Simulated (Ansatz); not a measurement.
## Quick settings and what they miss: Cu3AsSe4 (I-42m, 8 atoms in the cell)

Self-consistent single point.

```
CELL_PARAMETERS angstrom
     -2.73804     2.73804     5.44221
      2.73804    -2.73804     5.44221
      2.73804     2.73804    -5.44221
ATOMIC_POSITIONS crystal
  Cu 0.25000 0.75000 0.50000
  Cu 0.75000 0.25000 0.50000
  Cu 0.50000 0.50000 0.00000
  As 0.00000 0.00000 0.00000
  Se 0.87509 0.38261 0.00000
  Se 0.61739 0.61739 0.49248
  Se 0.38261 0.87509 0.00000
  Se 0.12491 0.12491 0.50752
```

Computed with PBEsol, harder PAW files (source: ansatz) made with PBE (plane waves; Ansatz, a quantum-chemistry and plane-wave program).

Base settings: basis.ecutwfc = 700 eV; kpoints.mp_grid.grid = 6 6 6; hamiltonian.xc = pbesol; hamiltonian.pseudopotentials = {kind: paw, source: ansatz}; scf.occupations.method = methfessel_paxton; scf.occupations.width = 0.136 eV.

Tight run (finer mesh or higher cutoff; not a proven limit): basis.ecutwfc: 700 eV → 980 eV; kpoints.mp_grid.grid: 6 6 6 → 9 9 9; scf.convergence.dr2_threshold: default (1e-07 eV) → 1e-09 eV. It gave Fermi level (on the code's own zero) 10.46 eV; pressure 2.19 GPa; largest force (vector length) 0.265 eV/Å.

Quick runs, as changes from the base:
- A: the base itself
- B: basis.ecutwfc: 700 eV → 350 eV; kpoints.mp_grid.grid: 6 6 6 → 8 8 8; scf.occupations.method: methfessel_paxton → fermi_dirac; scf.occupations.width: 0.136 eV → 0.2 eV
- C: basis.ecutwfc: 700 eV → 420 eV; scf.occupations.method: methfessel_paxton → cold; scf.occupations.width: 0.136 eV → 0.2 eV; kpoints.mp_grid.shift: default → 0.5 0.5 0.5
- D: basis.ecutwfc: 700 eV → 350 eV; kpoints.mp_grid.grid: 6 6 6 → 4 4 4; scf.convergence.dr2_threshold: default (1e-07 eV) → 0.0001 eV
- E: basis.ecutwfc: 700 eV → 420 eV; kpoints.mp_grid.grid: 6 6 6 → 1 1 1; hamiltonian.xc: pbesol → lda; scf.occupations.method: methfessel_paxton → fermi_dirac; scf.occupations.width: 0.136 eV → 0.272 eV; kpoints.mp_grid.shift: default → 0.5 0.5 0.5 [LDA (PW92)]
- F: basis.ecutwfc: 700 eV → 560 eV; kpoints.mp_grid.grid: 6 6 6 → 2 2 2; scf.occupations.method: methfessel_paxton → gaussian; scf.occupations.width: 0.136 eV → 0.2 eV

Energies are extrapolated to zero smearing width, which holds to low order in the width alone.

Dashes: energy of E, another energy zero.

† marks runs with another functional, U, potentials or spin treatment: their distance from the tight run is not a convergence error alone.

The count of work is k-points × plane waves × bands × iterations; it is no time. 

Pressures in the table are Ansatz's without its Pulay estimate, at a fixed set of plane waves; the tight run's value above holds the estimate.

The starting cell comes from a database of computed structures (which also holds hypothetical and non-ambient phases and stackings), without a prior relaxation at this level. Its lattice was rescaled by a random factor within 2.5 % of one. Spin polarisation is off. The run gives no clean gap (levels at the Fermi energy touch, overlap or are partly filled at this smearing), which alone does not show that the compound is a metal.

| run | energy less tight (meV/atom) | pressure less tight (GPa) | largest miss in a force vector (eV/Å) | count of work / tight |
|---|---|---|---|---|
| A | 1.2 | -0.03 | 0.029 | 0.20 |
| B | 4905.3 | -219.05 | 0.147 | 0.14 |
| C | 816.9 | -48.11 | 0.046 | 0.12 |
| D | 4873.9 | -218.57 | 0.345 | 0.031 |
| E† | – | -47.86 | 0.996 | 0.0040 |
| F | 6.8 | -0.24 | 0.509 | 0.023 |

Among the runs at the tight run's level, the energy misses run from 1.2 to 4905.3 meV/atom.

Keys are those of Ansatz 0.2.
